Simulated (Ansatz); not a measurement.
The starting structures come from a database of crystals and need not be the phases stable at ambient conditions.

Consider the following.

```
AgBr
1.0
    4.11216     0.00000     0.00000
    0.11716     5.84462     0.00000
    0.00000     0.00000     4.15471
Ag Br
2 2
Cartesian
  0.94652   4.44261   3.11603
  3.28280   1.40201   1.03868
  3.06086   4.35190   1.03868
  1.16846   1.49271   3.11603
```

Space group of this cell: P2_1/m. The cell is taken as given; by PBEsol its mean pressure is -3.7 GPa.

Transport runs along the normal of the first two printed cell vectors.

The gap is the functional's own, uncorrected, and κ follows it; spin-orbit coupling is left out. Mid-gap values are interpolated between the computed energies.

**Question.** Give the band gap and the smallest decay constant κ at mid-gap that PBEsol (Ansatz, a program for electronic structure) yields.

**Answer.** Gap 0.49 eV on a 8×6×8 mesh; κ = 0.104 1/Å, at the zone centre.
